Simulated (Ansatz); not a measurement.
Take BAs in the zinc blende structure (space group F-43m, No. 216; a = 4.732 Å) as the base.

All numbers come from LDA, PAW, 420 eV (Ansatz, a first-principles code; no spin-orbit coupling).

Strains are applied to the cell and any free atomic positions relax.

One change was made to it. Results:

The energy increases by 32 meV/atom; the smallest direct gap drops by 0.09 eV to 3.20 eV.

Problem. Which of these changes matches the shifts?
A) isotropic strain −1.50 %
B) isotropic strain +0.50 %
C) isotropic strain +1.00 %
D) isotropic strain +2.50 %

Solution. D, isotropic strain +2.50 %. For comparison, the energy relative to the base in the other runs: isotropic strain +1.00 % gives +5.3 meV/atom; isotropic strain −1.50 % gives +13 meV/atom; isotropic strain +0.50 % gives +1.4 meV/atom.

No phonon test of stability was made.
